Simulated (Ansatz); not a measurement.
Au under load (space group Fm-3m), Ansatz (a quantum-chemistry and plane-wave program) with PBEsol, DFPT electron-phonon coupling, linearised Boltzmann equation. Condition of this run: hydrostatic pressure -4 GPa (the target of the relaxation). Phonon-limited resistivity 2.82 μΩ·cm at 300 K, 3.78 μΩ·cm at 400 K, current-weighted mean free path 31 nm, Drude plasma energy 8.82 eV.

Q: Estimate the electronic thermal conductivity at 300 K by the Wiedemann-Franz law (L₀ = 2.44×10⁻⁸ W·Ω/K²).

A: L₀T/ρ = 2.44×10⁻⁸ × 300/(2.82×10⁻⁸) = 260 W/(m·K). Inelastic scattering puts the true Lorenz number somewhat under L₀ near and below the Debye temperature.

Q: What temperature coefficient of resistance follows, and how does it compare with 1/T?

A: (ρ₄₀₀ − ρ₃₀₀)/(100 K × ρ₃₀₀) = 3.40×10⁻³ K⁻¹, against 1/T = 3.33×10⁻³ K⁻¹ for a resistivity proportional to T. Impurities would add a constant and lower it.

Q: What is the classical skin depth at 100 GHz (nonmagnetic, μ₀ = 1.257×10⁻⁶ H/m)?

A: δ = √(ρ/(π f μ₀)) = 267 nm.

A metal at this level (no band gap). Only scattering by harmonic phonons is included (no impurities, grain boundaries, electron-electron scattering or thermal expansion). Spin-orbit coupling is left out, which matters with elements this heavy. Halving the electron mesh (36x36x36) moves the resistivity by up to 1 % at 300 K, the mean free path by up to 1 %. Smearing 0.20 eV; phonons on a 6x6x6 q mesh, which this run doesn't test.
